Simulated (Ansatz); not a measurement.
An Ansatz (a quantum-chemistry and plane-wave program) input (DFT with PBE, PAW potentials and a 420 eV plane-wave cutoff in Ansatz, spin-orbit coupling left out):

Ansatz 0.2 input:
```yaml
crystal:
  lattice:
    - [4.7471465517, 0, 0]
    - [2.3735732759, 4.1111495093, 0]
    - [0, 0, 7.3875766726]
  atoms:
    - { symbol: Mg, position: [0.3333333333, 0.3333333333, 0.9997817714] }
    - { symbol: Mg, position: [0.6666666667, 0.6666666667, 0.4997817714] }
    - { symbol: Te, position: [0.3333333333, 0.3333333333, 0.3762182286] }
    - { symbol: Te, position: [0.6666666667, 0.6666666667, 0.8762182286] }
basis: { ecutwfc: 420, ecutrho_ratio: 4, xc_grid: 2, fft_grid_basis: typed }
kpoints: { mp_grid: { grid: [8, 8, 5] } }
hamiltonian:
  xc: pbe
  dispersion: none
  pseudopotentials: { kind: paw }
scf: { occupations: { method: fermi_dirac, width: 0.05 } }
relax: { f_tol: 0.005, max_steps: 50, cell: { stress_tol: 0.01, fix: [a, b, gamma] } }
output: { forces: true, stress: true }
checkpoint: { write: state.ck, write_every: 1000 }
```

Question: Which symmetry and how many k-points will the program report, and about how many plane waves at Γ?

Answer: Space group P63mc (ITA 186) with 12 operations, k-points 30 of 320, and 2815 plane waves at Γ.

Question: And the final pressure?

Answer: -1.11 GPa (compression positive).

The cells carry an imposed strain or load. No phonon test of stability was made. The cell was made from MgTe in the wurtzite structure (space group P6_3mc, No. 186) by this change: biaxial strain +3.00 %, plane normal [001], relaxed out of plane.
